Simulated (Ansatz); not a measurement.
Take Si in the diamond structure (space group Fd-3m, No. 227; a = 5.4441 Å) as the base.

One thing is altered: a fraction x = 0.25 of the Si sites is given to Ge, ordered in a cell of 8 atoms (starting symmetry Cmcm) and fully relaxed.

The other end (x = 1) is Ge in the diamond structure (space group Fd-3m, No. 227): 22.82 Å³/atom, gap 0.37 eV.

Levels (all Ansatz, an electronic-structure program, PAW, earlier PAW set): r2SCAN (500 eV, without spin-orbit coupling); HSE06 (420 eV, no SOC).

The geometry is relaxed with r2SCAN.

- r2SCAN band gap = 0.67 eV

Task: Predict the band gap from HSE06.

Result: The band gap goes up by 0.34 eV to 1.01 eV.

Single points use the geometry relaxed with r2SCAN. HSE06 gaps are upper bounds (no full band path). Each cell is one ordered arrangement of few atoms, which overstates ordering effects compared with a random alloy. Whether these cells are dynamically stable was not tested.
